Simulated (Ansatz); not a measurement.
HfPbO₃ (Pm-3m, No. 221, 5 atoms in the cell; start mp-22535) was calculated with r²SCAN in Ansatz (PAW).

Run with plane-wave cutoff 560 eV, 8×8×8 k mesh, Fermi–Dirac smearing 0.01 eV, scalar-relativistic PAW data made under PBE.

Cell (relaxed with PBEsol):

```cif
data_HfO3Pb
_chemical_formula_sum 'Hf1 Pb1 O3'
_space_group_name_H-M_alt 'Pm-3m'
_space_group_IT_number 221
_space_group_name_Hall '-P 4 2 3'
_cell_length_a 4.11898
_cell_length_b 4.11898
_cell_length_c 4.11898
_cell_angle_alpha 90.000
_cell_angle_beta 90.000
_cell_angle_gamma 90.000
loop_
_atom_site_label
_atom_site_type_symbol
_atom_site_symmetry_multiplicity
_atom_site_Wyckoff_symbol
_atom_site_fract_x
_atom_site_fract_y
_atom_site_fract_z
_atom_site_occupancy
Hf1 Hf 1 b 0.50000 0.50000 0.50000 1
Pb1 Pb 1 a 0.00000 0.00000 0.00000 1
O1 O 3 c 0.00000 0.50000 0.50000 1
```

Q: What does this level give for the band gap and Γ–Γ gap?

A: 
- band gap = 2.92 eV
- Γ–Γ gap = 5.24 eV

Note: cell and atoms aren't relaxed at this level (pressure 1.7 GPa).

Spin–orbit coupling is not included; with these elements it can move the gap by several tenths of an eV or more.

A start named mp-… is a Materials Project structure, which need not be a measured phase.

Ansatz is a first-principles code.
